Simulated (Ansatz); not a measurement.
Consider this model of amorphous In$_{9}$Ga$_{9}$Zn$_{9}$O$_{33}$N$_{2}$.

```xyz
62
Lattice="9.4102 -0.0990 0.0884 -0.0990 9.2585 0.0316 0.0884 0.0316 9.4149" Properties=species:S:1:pos:R:3 pbc="T T T"
In     2.9592     8.8860     5.8753
In     4.4301     2.4436     6.9304
In     2.9550     5.7028     7.7654
In     4.6144     8.4612     2.4240
In     0.4570     4.3000     4.0976
In     9.0502     7.0079     6.6108
In     3.1310     2.4987     3.4772
In     6.1061     5.1448     2.6445
In     7.4746     1.1749     9.1716
Ga     1.0166     7.9170     0.1742
Ga     1.0608     7.5250     3.3797
Ga     0.1111     1.0910     2.2369
Ga     3.7404     6.0787     4.3481
Ga     5.9085     6.1950     6.4537
Ga     5.4931     4.4991     8.9425
Ga     7.2459     6.7558     0.2770
Ga     4.4850     1.9064     0.8065
Ga     9.1418     4.0289     7.4543
Zn     4.5908     8.3275     8.6368
Zn     2.7122     5.3595     1.6039
Zn     0.1425     1.1925     6.2200
Zn     8.3039     3.5480     1.4112
Zn     6.3460     1.8576     3.3698
Zn     6.4413     0.2706     5.9812
Zn     1.5182     2.2688     9.3872
Zn     7.4846     7.9472     3.8170
Zn     7.0903     3.8125     5.3590
O      1.0081     5.4519     7.1283
O      1.0456     2.6827     2.6235
O      6.9461     4.8581     0.6096
O      7.6721     5.0578     6.7962
O      2.8316     7.8613     3.9667
O      5.5496     5.4151     4.6608
O      9.2825     8.8835     3.5711
O      5.0344     3.0597     2.3856
O      4.9138     4.5665     7.1219
O      6.0323     2.2441     5.3723
O      0.1081     6.3744     4.4758
O      5.9054     2.6143     8.8626
O      9.1851     3.0526     9.0516
O      0.9524     8.7955     6.4065
O      7.8516     4.0100     3.3458
O      6.9387     7.1431     2.0808
O      1.2339     6.7546     1.6774
O      5.8304     6.7091     8.4702
O      3.8896     6.8268     6.1542
O      4.2868     6.3340     2.3994
O      7.9049     0.6634     7.2706
O      3.4084     0.8867     2.0841
O      2.9427     1.7959     5.4462
O      7.0995     7.5872     5.8140
O      9.3189     2.9641     5.8751
O      8.8911     7.2924     8.8414
O      5.4911     0.1599     0.5543
O      6.0196    -0.0397     3.8598
O      2.5843     4.6645     3.7398
O      0.6919     0.4770     0.5270
O      7.7895     1.6061     1.8256
O      2.7322     7.6297     8.7367
O      4.6883     0.2733     7.0471
N      3.2697     2.9295     9.0702
N      3.5230     4.3943     9.4487
```

Level of theory: PBE, scalar-relativistic without spin-orbit coupling (plane waves to 420 eV, PAW; Ansatz, a quantum-chemistry and plane-wave program).

The cell was made by melting and quenching with the CHGNet potential and then relaxed with DFT. O and N atoms were pushed apart under 1.9 Å during the dynamics, to hinder bonds among them. The hot cell started wider than the set density and was brought back towards it in steps. It is the lowest in DFT energy of 2 quenches. It is a model cell: composition and starting density were chosen by hand, and all elements were melted together. No dispersion term was used. Its density started from a set value of 5.98 and ended at 5.68 g/cm³. Cooling (nominally 320 K/ps over its main leg) ran many orders faster than in experiment, which tends to leave more defects and strain. Values belong to this one cell and scatter from quench to quench. Volume and shape were free in the relaxation. On a 2×2×2 Γ-centred mesh force components of up to 0.17 eV/Å stay, since the relaxation ran on the zone centre alone.

Neighbours within In-In 3.12 Å, In-Ga 2.90 Å, In-Zn 2.90 Å, In-O 2.78 Å, In-N 2.56 Å, Ga-Ga 2.68 Å, Ga-Zn 2.68 Å, Ga-O 2.44 Å, Ga-N 2.32 Å, Zn-Zn 2.68 Å, Zn-O 2.50 Å, Zn-N 2.32 Å, O-O 1.58 Å, O-N 1.64 Å, N-N 1.70 Å count as bonded. Two cations that share two anions don't count as bonded, nor two that share one unless they lie closer than In-In 3.04 Å, In-Ga 2.82 Å, In-Zn 2.82 Å, Ga-Ga 2.61 Å, Ga-Zn 2.61 Å, Zn-Zn 2.61 Å.

**Question.** Give the coordination numbers, mean bond lengths and angles.

**Answer.** 
```
Property                                                         Result
---------------------------------  ------------------------------------
Mean coordination of In by anions             5.44 (5 with 5, 4 with 6)
Mean coordination of Ga by anions   4.56 (5 with 4, 3 with 5, 1 with 6)
Mean coordination of Zn by anions   4.00 (2 with 3, 5 with 4, 2 with 5)
Mean coordination of O                      3.64 (12 with 3, 21 with 4)
Mean coordination of N                                  4.00 (2 with 4)
Mean In-O bond                     2.223 Å (spread 0.121 Å, 47 counted)
Mean Ga-O bond                     1.951 Å (spread 0.092 Å, 39 counted)
Mean Zn-O bond                     2.052 Å (spread 0.112 Å, 34 counted)
Mean In-N bond                      2.344 Å (spread 0.138 Å, 2 counted)
Bond angle at In                              mean 104.7°, spread 28.1°
Bond angle at Ga                              mean 107.0°, spread 22.1°
Bond angle at Zn                              mean 109.1°, spread 21.6°
Bond angle at O                               mean 110.6°, spread 17.3°
Bond angle at N                               mean 108.7°, spread 10.7°
```

**Question.** List the pairs of like atoms that count as bonded by the rules above.

**Answer.** N61-N62 (1.53 Å).
